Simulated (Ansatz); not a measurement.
Amorphous Si₂₄O₅₁B₂, 77 atoms at 2.18 g/cm³, one PBE-relaxed geometry, zone centre. Methods: PBE, scalar-relativistic without spin-orbit coupling (Ansatz, an electronic-structure program); r2SCAN, scalar-relativistic without spin-orbit coupling (Ansatz); HSE06, scalar-relativistic without spin-orbit coupling (Ansatz). Plane waves to 420 eV (r2SCAN 500 eV); exact exchange is cut at the cell's faces. At PBE the levels at the filled edge of the gap are localised (band-tail or defect states), and the nearest spread-out levels lie 5.0 eV apart at the zone centre. The higher rungs were started with moments on some atoms, which died out.

Preparation: random packing, a CHGNet melt and quench, and a DFT relaxation. O atoms were pushed apart under 1.9 Å during the dynamics, to hinder bonds among them. The hot cell started wider than the set density and was brought back towards it in steps. It is the lowest in DFT energy of 2 quenches. It is a model cell: composition and starting density were chosen by hand, and all elements were melted together. No dispersion term was used. Its density started from a set value of 2.18 and ended at 2.18 g/cm³. The quench (nominally 400 K/ps over its main leg) was far faster than any real one, so the model tends to hold more defects than a real film. One small periodic cell is one sample of the glass; other quenches scatter about these values. The volume was held where the preparation left it, at a PBE pressure of 0.0 GPa. Stress components on the final sampling reach 2.4 GPa.

The relaxation ran on the zone centre alone. At PBE the level gap is 2.36 eV on a 2×2×2 Γ-centred mesh, and the spacing at the zone centre alone 2.35 eV.

**Question.** What zone-centre spacing does r2SCAN give, roughly?

**Answer.** 2.92 eV (+0.57 eV against PBE).

**Question.** What zone-centre spacing does HSE06 give, roughly?

**Answer.** 3.96 eV (+1.61 eV against PBE).

The highest filled and the lowest empty state spread over these numbers of atoms (participation numbers): PBE: 1.4 and 44.0; r2SCAN: 1.4 and 45.3; HSE06: 1.4 and 46.5.
